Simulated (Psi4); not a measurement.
Psi4 1.11, WB97X/def2-svp: Cr(O)(S)(F)(NMe2) (C[N](C)[Cr](=[O])([F])=[S]), 13 atoms. The geometry is a generated start, not checked to be a minimum at this level.

- task = energy
- method = wb97x
- basis = def2-svp
- memory = 3 GB
- maxiter = 100
- keys of the molecule block = symmetry c1
- scf_type = df (default)
- guess = auto, which took SAD (default)
- scf_initial_accelerator = adiis (default)
- e_convergence = 1e-06 (default)
- d_convergence = 1e-06 (default)
- dft_radial_points = 75 (default)
- dft_spherical_points = 302 (default)
- basis functions = 149
- grid points = 277511

```xyz
13

Cr     0.8403    -1.4272     0.4702
O      2.3262    -1.2833     0.0416
S      0.7086    -1.4568     2.5292
F     -0.1505    -2.7407    -0.0493
N     -0.0096     0.0533    -0.0777
C     -1.2564     0.5158     0.4759
C      0.4817     0.9352    -1.1047
H     -1.1484     1.5358     0.8711
H     -2.0288     0.5273    -0.3039
H     -1.5833    -0.1485     1.2781
H     -0.1293     0.8350    -2.0103
H      0.4378     1.9813    -0.7740
H      1.5116     0.6727    -1.3462
```

Charge 0 and multiplicity 1 are set for this test and not shown to be the ground state.

One run each on 2 threads. Values of diis_max_vecs tried: 3, 6, 10 (default), 20.

Question: Predict the course of the SCF iterations along this series.

Answer: Fewest SCF iterations, within one of each other: 10 (default) with 15, 20 with 15. The count rises to 29 at 3. All converge to one solution.

```
diis_max_vecs  SCF iterations            end
-------------  --------------  -------------
3                          29  same solution
6                          17  same solution
10 (default)               15  same solution
20                         15  same solution
```
